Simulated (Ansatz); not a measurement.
Consider GaCuSe2 in the chalcopyrite structure (space group I-42d, No. 122; a = 5.5084 Å, c = 10.9615 Å).

One thing is altered: an isotropic linear strain of −2.25 %, atoms relaxed at fixed cell.

All numbers come from Kohn–Sham DFT with the LDA functional, run in Ansatz (a quantum-chemistry and plane-wave program) with PAW and 420 eV plane waves, no SOC.

Base, band edges from the VBM (valence, conduction): M -1.08, 1.69; G -0.82, 1.35; R -0.82, 1.35; X -0.58, 1.04; Γ 0.00, 0.17; S₀ -0.71, 1.85; S -0.71, 1.85; N -0.68, 2.22; P -0.80, 1.52 eV.

Task: Give the band edges at the high-symmetry points of the new zone, measured from its valence-band maximum.

Result: 
```tsv
point	valence edge (eV)	conduction edge (eV)
Γ	0.00	0.49
X	-0.67	1.22
P	-0.89	1.73
N	-0.79	2.50
M	-1.24	1.61
S	-0.82	1.87
S₀	-0.82	1.87
R	-0.94	1.54
G	-0.94	1.54
```

The gap is 0.49 eV, direct at Γ.

No phonon test of stability was made. All final runs are without spin polarisation.
